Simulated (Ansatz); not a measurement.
## Report: rocksalt MgS (Fm-3m), uniaxial stress along [111]

Cell and atoms are relaxed with r2SCAN to each stress (compression positive); bands and masses by r2SCAN with spin-orbit coupling, rigid bands (plane waves, PAW; Ansatz, an electronic-structure program). Strains are changes of length against the unloaded cell.

Space group Fm-3m (No. 225); a = b = c = 5.203 Å, α = β = γ = 90.00°

```
atom  site  symmetry       x       y       z
----  ----  --------  ------  ------  ------
Mg      4a      m-3m  0.0000  0.0000  0.0000
S       4b      m-3m  0.5000  0.5000  0.5000
```
(The calculation used a cell of 2 atoms; values per cell refer to that cell.)

| stress (GPa) | strain [111] (%) | strain [1−10] (%) | gap (eV) | mean mₑ* |
|---|---|---|---|---|
| -2.00 | 1.39 | -0.27 | 3.358 | 0.36 |
| -1.00 | 0.69 | -0.14 | 3.397 | 0.37 |
| 0 | 0 | 0 | 3.433 | 0.37 |
| 1.00 | -0.69 | 0.14 | 3.403 | 0.37 |
| 2.00 | -1.39 | 0.29 | 3.359 | 0.37 |

[111] is the direction of the load; [11−2] strains as [1−10]. Masses are conductivity masses at 300 K in electron masses, harmonic means over x, y and z.

**Question.** From the two loads next to zero, find the Young modulus and the ratio of transverse to axial strain.

**Answer.** Between -1.00 and 1.00 GPa the strain along [111] changes by -1.38 % and that along [1−10] by 0.28 %. The modulus is 2.00/0.0138 = 145 GPa and the ratio of the strains 0.20 (r2SCAN, atoms relaxed).

**Question.** How fast does the gap move on either side of zero load?

**Answer.** Under tension, (3.358 − 3.433) eV over -2.00 GPa = 37 meV/GPa, or about -5.4 eV per unit strain; under compression, (3.359 − 3.433) eV over 2.00 GPa = -37 meV/GPa, or about 5.3 eV per unit strain. The two slopes part by 74 meV/GPa; gaps are resolved to about 0.01 eV, which allows 10 meV/GPa, so they differ, even in sign: the gap has a turning point near zero load.

Masses are those of dilute carriers in rigid bands with one relaxation time, without polarons. Third decimals of gaps are kept for the arithmetic. Every relaxation keeps the rocksalt phase (space group R-3m under this load), so a transition, a distortion that breaks the symmetry or fracture can't show.
